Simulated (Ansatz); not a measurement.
**A computed series for HfO2: pressure series**

Consider HfO₂ (space group P4_2/nmc, No. 137; a = 3.604 Å, c = 5.264 Å).

Cell and atoms are relaxed at each pressure.

Computed with Ansatz (a program for electronic structure), PBE, PAW, cutoff 420 eV, no spin-orbit coupling.

| P (GPa) | V (Å³/atom) |
|---|---|
| -2.00 | 11.541 |
| -1.00 | 11.468 |
| 0.30 | 11.379 |
| 0.70 | 11.352 |
| 1.50 | 11.301 |
| 3.00 | 11.208 |
| 5.00 | 11.092 |
| 7.50 | 10.957 |
| 10.00 | 10.833 |

A third-order Birch–Murnaghan fit to these points gives V₀ = 11.40 Å³/atom, B₀ = 168 GPa and B₀′ = 6.0. At pressure 10 GPa the volume is 95.0 % of V₀.

Load acts through the strain it causes; cell and atoms are relaxed under it. No phonon test of stability was made. Competing high-pressure phases were not computed. This is not the structure that HfO2 has at room temperature and ambient pressure.
